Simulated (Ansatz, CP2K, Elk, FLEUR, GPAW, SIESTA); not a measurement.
**Code comparison for HfIN (R-3m, 6 atoms in the cell)**

Self-consistent single point.

```xyz
6
Lattice="1.8464 1.0660 10.7787 -1.8464 1.0660 10.7787 0.0000 -2.1320 10.7787" Properties=species:S:1:pos:R:3 pbc="T T T"
Hf     0.0000     0.0000    25.6880
Hf     0.0000     0.0000     6.6479
I      0.0000     0.0000    12.7095
I      0.0000     0.0000    19.6264
N      0.0000     0.0000     4.5252
N      0.0000     0.0000    27.8108
```

All programs got the same cell, k-point mesh and kind of occupations (in Ansatz's words: kpoints.mp_grid.grid = 5 5 5; scf.occupations.method = fermi_dirac; scf.occupations.width = 0.0015 Ry); potentials, basis and cutoffs are each program's usual ones.

```csv
code,model,largest force (eV/Å),gap on the mesh (eV),k-points,cutoff
SIESTA,"GGA PBEsol, numerical atomic orbitals TZP, PseudoDojo PBEsol standard norm-conserving potentials (rewritten from UPF to PSML)",0.143,1.001,63,grid 350 Ry
FLEUR,"PBEsol, all-electron FLAPW (FLEUR), scalar-relativistic valence",0.170,1.109,19,Kmax 4.5 1/bohr
Elk,"PBEsol, all-electron FP-LAPW, Elk's shipped species files, default APW+lo basis",–,1.090,19,default
GPAW,"PBEsol, GPAW PAW datasets PBEsol (made by gpaw-setup)",0.171,1.120,19,900 eV
CP2K,"PBEsol, GPW, DZVP-MOLOPT-SR-GTH basis, GTH-PBE potentials (GTH_POTENTIALS)",0.167,1.148,63,grid 500 Ry
Ansatz,"PBEsol, PAW files made with PBE",0.181,1.108,19,30.9 Ry
```

Size of the force on each atom (eV/Å): Sizes of forces hide their directions.

```csv
code,Hf1,Hf2,I3,I4,N5,N6
SIESTA,0.084,0.084,0.075,0.075,0.143,0.143
FLEUR,0.011,0.011,0.170,0.170,0.084,0.084
GPAW,0.126,0.126,0.171,0.171,0.154,0.154
CP2K,0.167,0.167,0.120,0.120,0.034,0.034
Ansatz,0.059,0.059,0.181,0.181,0.107,0.107
```

A dash marks a value that a program does not give, or that is left out as unsure.

Gaps are read on the mesh. Another mesh or the band path gives a smaller gap, so these values are not converged in the mesh.

The spread over the programs that give each value: largest force within 0.038 eV/Å; gap on the mesh within 0.147 eV.

The starting cell comes from a database of computed structures (which also holds hypothetical and non-ambient phases and stackings), without a prior relaxation at this level. On Ansatz's run: Spin-orbit coupling is off. Another mesh or the band path of this cell gives a smaller gap, so this value is not converged in the mesh.

Question: Why do the programs differ, and what cannot be compared?

Answer: Differences of this kind can come from the potentials, where these differ, and from what each basis and cutoff leave unconverged. The valence holds different numbers of electrons (SIESTA 48, FLEUR 96, GPAW 48, CP2K 48, Ansatz (a quantum-chemistry and plane-wave program) 96). The zero of total energies and Fermi levels follows the potentials and each program's conventions, so they are not compared here. SIESTA and CP2K use small atom-centred bases, whose incompleteness enters pressures, forces and empty levels differently from a plane-wave cutoff. FLEUR and Elk treat all electrons, but the usual bases taken here (sphere radii, linearisation, local orbitals, empty states) were not tested for convergence, so the values are no reference for the others. Ansatz's smearing width was typed in Ry to four decimals, so it matches the others to a few per cent. The programs reduce the same mesh by symmetry to different extents, which changes the work and not the result. In the force vectors, SIESTA (by 0.101), FLEUR (by 0.081) and CP2K (by 0.259) lie more than 0.08 eV/Å from the median of the plane-wave programs.

Left out of this page: Quantum ESPRESSO and ABINIT (stopped by limits of time or memory).

Keys are those of Ansatz 0.2.
